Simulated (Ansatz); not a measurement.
System: interstitial Li in rock-salt NaCl (charge state +1). Method: PBE, PAW (plane waves to 420 eV; Ansatz, a first-principles code).

Cell of 64 host sites held at the relaxed PBE lattice; the Γ point alone; Fermi-Dirac width 0.01 eV, spin-restricted; finite-size errors left in. Static, classical nuclei. The charge state is imposed; whether it is stable for some Fermi level was not computed. Sites that were not tried may lie lower.

Barriers: single points on a 2×2×2 k-point mesh shifted by half a step at the bands' geometries.

Relaxed starting cell (atoms counted from 1):

```yaml
crystal:
  lattice:
    - [11.39490, 0.00000, 0.00000]
    - [0.00000, 11.39490, 0.00000]
    - [0.00000, 0.00000, 11.39490]
  atoms:
    - { symbol: Na, position: [0.99991, 0.00031, 0.00058] }
    - { symbol: Na, position: [0.00281, 0.00323, 0.49998] }
    - { symbol: Na, position: [0.00287, 0.49967, 0.00361] }
    - { symbol: Na, position: [0.00109, 0.50075, 0.50109] }
    - { symbol: Na, position: [0.49929, 0.00310, 0.00347] }
    - { symbol: Na, position: [0.50031, 0.00166, 0.50101] }
    - { symbol: Na, position: [0.50032, 0.50066, 0.00177] }
    - { symbol: Na, position: [0.48149, 0.48201, 0.48213] }
    - { symbol: Cl, position: [0.25017, 0.99989, 0.00023] }
    - { symbol: Cl, position: [0.25211, 0.99807, 0.50150] }
    - { symbol: Cl, position: [0.25213, 0.50119, 0.99834] }
    - { symbol: Cl, position: [0.24671, 0.50001, 0.50034] }
    - { symbol: Cl, position: [0.74890, 0.99810, 0.99838] }
    - { symbol: Cl, position: [0.75014, 0.00346, 0.50028] }
    - { symbol: Cl, position: [0.75014, 0.49995, 0.00385] }
    - { symbol: Cl, position: [0.74157, 0.50884, 0.50902] }
    - { symbol: Na, position: [0.99988, 0.25019, 0.25060] }
    - { symbol: Na, position: [0.00281, 0.24734, 0.75117] }
    - { symbol: Na, position: [0.00283, 0.75085, 0.24754] }
    - { symbol: Na, position: [0.00107, 0.74990, 0.75008] }
    - { symbol: Na, position: [0.49921, 0.24736, 0.24771] }
    - { symbol: Na, position: [0.50031, 0.24889, 0.75018] }
    - { symbol: Na, position: [0.50024, 0.74984, 0.24937] }
    - { symbol: Na, position: [0.48116, 0.76852, 0.76913] }
    - { symbol: Cl, position: [0.25014, 0.25060, 0.25091] }
    - { symbol: Cl, position: [0.25213, 0.25249, 0.74963] }
    - { symbol: Cl, position: [0.25208, 0.74929, 0.25282] }
    - { symbol: Cl, position: [0.24656, 0.75051, 0.75083] }
    - { symbol: Cl, position: [0.74886, 0.25257, 0.25293] }
    - { symbol: Cl, position: [0.75011, 0.24697, 0.75092] }
    - { symbol: Cl, position: [0.75011, 0.75057, 0.24701] }
    - { symbol: Cl, position: [0.74165, 0.74205, 0.74229] }
    - { symbol: Na, position: [0.24979, 0.00034, 0.25049] }
    - { symbol: Na, position: [0.24693, 0.00318, 0.75112] }
    - { symbol: Na, position: [0.24700, 0.49968, 0.24770] }
    - { symbol: Na, position: [0.24861, 0.50063, 0.75013] }
    - { symbol: Na, position: [0.75040, 0.00330, 0.24755] }
    - { symbol: Na, position: [0.74943, 0.00135, 0.75013] }
    - { symbol: Na, position: [0.74943, 0.50074, 0.24929] }
    - { symbol: Na, position: [0.76845, 0.48163, 0.76929] }
    - { symbol: Cl, position: [0.99949, 0.99992, 0.25088] }
    - { symbol: Cl, position: [0.99768, 0.99812, 0.74959] }
    - { symbol: Cl, position: [0.99764, 0.50126, 0.25289] }
    - { symbol: Cl, position: [0.00309, 0.49999, 0.75093] }
    - { symbol: Cl, position: [0.50082, 0.99807, 0.25282] }
    - { symbol: Cl, position: [0.49955, 0.00328, 0.75086] }
    - { symbol: Cl, position: [0.49958, 0.49998, 0.24735] }
    - { symbol: Cl, position: [0.50845, 0.50881, 0.74211] }
    - { symbol: Na, position: [0.24977, 0.25011, 0.00063] }
    - { symbol: Na, position: [0.24699, 0.24736, 0.49999] }
    - { symbol: Na, position: [0.24687, 0.75082, 0.00355] }
    - { symbol: Na, position: [0.24867, 0.74986, 0.50097] }
    - { symbol: Na, position: [0.75036, 0.24728, 0.00362] }
    - { symbol: Na, position: [0.74947, 0.24902, 0.50113] }
    - { symbol: Na, position: [0.74936, 0.74987, 0.00148] }
    - { symbol: Na, position: [0.76847, 0.76886, 0.48150] }
    - { symbol: Cl, position: [0.99949, 0.25059, 0.00030] }
    - { symbol: Cl, position: [0.99766, 0.25255, 0.50158] }
    - { symbol: Cl, position: [0.99765, 0.74927, 0.99834] }
    - { symbol: Cl, position: [0.00310, 0.75060, 0.50025] }
    - { symbol: Cl, position: [0.50079, 0.25246, 0.99836] }
    - { symbol: Cl, position: [0.49962, 0.24724, 0.50036] }
    - { symbol: Cl, position: [0.49950, 0.75052, 0.00383] }
    - { symbol: Cl, position: [0.50843, 0.74197, 0.50900] }
    - { symbol: Li, position: [0.62525, 0.62551, 0.62564] }
```
Cell charge +1.

End state 1 differs by these moves (Å; atoms that move under 0.08 Å are left out):

| atom | element | Δx | Δy | Δz |
|---|---|---|---|---|
| 6 | Na | -0.21 | 0.19 | -0.21 |
| 8 | Na | 0.21 | 0.19 | 0.21 |
| 14 | Cl | -0.10 | -0.14 | 0.10 |
| 16 | Cl | 0.10 | -0.14 | -0.10 |
| 24 | Na | 0.00 | -0.43 | 0.00 |
| 32 | Cl | 0.00 | 0.18 | 0.00 |
| 38 | Na | 0.22 | 0.20 | 0.22 |
| 40 | Na | -0.22 | 0.20 | -0.22 |
| 46 | Cl | 0.10 | -0.14 | -0.10 |
| 48 | Cl | -0.10 | -0.14 | 0.10 |
| 56 | Na | 0.00 | -0.43 | 0.01 |
| 64 | Cl | 0.00 | 0.19 | 0.00 |
| 65 | Li | 0.00 | 2.84 | 0.00 |

Task: What forward and backward barriers to end state 1 does PBE, PAW give?

Result: forward 0.80 eV, backward 0.80 eV; at the saddle point atom 65 has neighbours 2 Cl at 2.15; Na at 2.69, Na at 2.71 Å. The saddle point's order was not checked, and it lies on a symmetry element of the cell, where a band can be held.
